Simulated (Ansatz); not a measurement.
Base system: Ag in the fcc (Cu type) structure (space group Fm-3m, No. 225; a = 4.0543 Å). Axes: x, y, z lie along the cube axes.

All numbers come from PBEsol (Ansatz, a program for electronic structure), spin-orbit coupling left out.

Before the change:

Shortest interatomic distance: 5.418 bohr

It is then changed as follows: a free-standing slab of 3 layers (3 atoms, 1 a layer) is cut normal to [111], with 15 Å of vacuum and the in-plane cell held at bulk.

Predict the new excess energy per area of both faces.

The excess energy per area of both faces (slab less bulk energy over the cell's area: twice a surface energy) amounts to 2.0 J/m² (uncertain by up to 0.07 J/m²).

What happens to the change of the spacing d12 from its bulk value of 2.341 Å?

The change of the spacing d12 from its bulk value of 2.341 Å comes out as -0.9 %.

What happens to the shortest interatomic distance?

The shortest interatomic distance falls by 0.0314 bohr to 5.386 bohr.

The excess energy carries the mismatch between the slab's and the bulk's meshes. Stability against distortions was not tested.
